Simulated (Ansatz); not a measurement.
The parent structure is ZrC in the rock salt structure (space group Fm-3m, No. 225; a = 4.669 Å; relaxed with 0.1 eV smearing). Axes: x, y, z lie along the cube axes.

Calculations: PBEsol (Ansatz, a first-principles code; PAW; 420 eV plane waves; no spin-orbit coupling).

It is then changed as follows: tensile biaxial strain of 2.50 % in the plane normal to [001], as in epitaxy on a mismatched substrate; the out-of-plane cell vector and the atoms relax.

Task: What does the calculation give for the in-plane stress after the change?

Result: The mean in-plane stress (compression positive) is -12.1 GPa.

No phonon test of stability was made. All final runs are without spin polarisation.
